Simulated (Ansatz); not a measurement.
CuI: pressure 22.5 GPa

Take CuI in the zinc blende structure (space group F-43m, No. 216; a = 5.939 Å) as the base.

Perturbation: a hydrostatic pressure of 22.5 GPa.

The values are results of Kohn–Sham DFT with the PBEsol functional, run in Ansatz (an electronic-structure program) with PAW and 420 eV plane waves, no spin-orbit coupling, not measurements. k-mesh 10×10×10 (Γ-centred); smearing 0.05 eV (Fermi–Dirac).

The volume per atom drops by 5.65 Å³ (26.19 Å³ → 20.54 Å³) and the lattice parameter a drops by 0.462 Å (5.939 Å → 5.477 Å). The shortest interatomic distance drops by 0.200 Å to 2.372 Å and the enthalpy H = E + PV relative to the base's energy comes out as +3.19 eV/atom. The band gap goes up by 0.71 eV, from 1.17 eV to 1.88 eV and the gap character goes from direct at Γ to indirect, Γ → X. The smallest direct gap goes up by 0.82 eV to 1.99 eV and the width of the top valence band increases by 1.19 eV, from 1.74 eV to 2.93 eV. The hole mass (degenerate bands, along [100]) becomes 0.21, 0.39, 0.39 mₑ (at Γ) (base: 0.20, 0.64, 0.64 mₑ (at Γ)) and the valley order (the lowest conduction-band minima on the path, energy above the VBM, named in the base's zone) goes from Γ 1.17 eV; L along ⟨111⟩ 2.11 eV; X along ⟨100⟩ 2.47 eV to X along ⟨100⟩ 1.88 eV; Γ 1.99 eV; L along ⟨111⟩ 2.29 eV.

Cost of the whole job for the changed cell (relaxation, final SCF and bands): about 26 core-seconds (a rough figure).

With I present, leaving out spin-orbit coupling can change the band edges. Load acts through the strain it causes; cell and atoms are relaxed under it. Effective masses come from finite differences of ±0.01 Å⁻¹. No phonon test of stability was made. Tetrahedral semiconductors of this kind turn to denser phases somewhere between about 1 and 50 GPa; those were not computed, so compressed cells here can lie past the real transition. The final runs are not spin-polarised.
